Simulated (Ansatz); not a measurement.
The reference is KCl in the rock salt structure (space group Fm-3m, No. 225; a = 6.243 Å). Axes: x, y, z lie along the cube axes.

Structures relaxed with DFT with PBEsol, PAW potentials and a 420 eV plane-wave cutoff in Ansatz (a quantum-chemistry and plane-wave program), scalar-relativistic without spin-orbit coupling.

Base:

Simulated powder pattern, Cu Kα, λ = 1.54184 Å (kinematic, ideal powder, no thermal factors, no anomalous dispersion; the 10 strongest lines at most, above 2 %, up to 2θ = 90°):

| 2θ (°) | I/Imax (%) | hkl |
|---|---|---|
| 28.60 | 100 | (200) |
| 40.89 | 67 | (220) |
| 50.65 | 22 | (222) |
| 59.20 | 9.7 | (400) |
| 67.05 | 26 | (420) |
| 74.46 | 19 | (422) |
| 88.63 | 6.2 | (440) |

Now apply this change: compressive biaxial strain of 2.50 % in the plane normal to [111], as in epitaxy on a mismatched substrate; the out-of-plane cell vector and the atoms relax.

Problem. Where do the lines fall after the change?

Solution. 
Simulated powder pattern, Cu Kα, λ = 1.54184 Å (kinematic, ideal powder, no thermal factors, no anomalous dispersion; the 10 strongest lines at most, above 2 %, up to 2θ = 90°):

```tsv
2θ (°)	d (Å)	I/Imax (%)	hkl
28.86	3.094	100	(200)
40.55	2.225	36	(220)
41.98	2.152	32	(2 0 -2)
49.29	1.849	6.2	(222)
51.75	1.767	16	(2 2 -2)
59.79	1.547	9.7	(400)
66.70	1.402	13	(420)
68.75	1.365	12	(4 0 -2)
72.78	1.299	5.1	(422)
75.73	1.256	9.2	(4 2 -2)
```

The indices refer to the base's conventional cell; one index is shown for lines that coincide. The space group is now R-3m (No. 166).

Stability against distortions was not tested.
